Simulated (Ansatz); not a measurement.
## What Nb → Y does to NbN

Start from NbN in the rock salt structure (space group Fm-3m, No. 225; a = 4.421 Å).

It is then changed as follows: Y takes the place of Nb on all its sites; the structure is relaxed again.

Level of theory: PBE, PAW, 420 eV (Ansatz, an electronic-structure program; scalar-relativistic without spin-orbit coupling). k-mesh 12×12×12 (Γ-centred); smearing 0.05 eV (Fermi–Dirac), for the changed cell.

The density shrinks by 2.43 g/cm³, from 8.22 g/cm³ to 5.79 g/cm³ and the lattice parameter a increases by 48.5 pm (442.1 pm → 490.6 pm). The space group is still Fm-3m (No. 225) and the shortest interatomic distance increases by 24.2 pm, from 221.1 pm to 245.3 pm. The band gap changes from zero to 0.21 eV and the gap character goes from absent to indirect, Γ → X. The electron mass amounts to 1.3 mₑ along k, 0.11 mₑ across (at X) and the hole mass (degenerate bands, along [100]) comes out as 0.17, 1.0, 1.0 mₑ (at Γ).

Effective masses come from finite differences of ±0.01 Å⁻¹. Along k means along the line from Γ to the band edge. No phonon test of stability was made. The final runs are not spin-polarised. A zero or small gap of YN can be the functional's error rather than a property of the material.
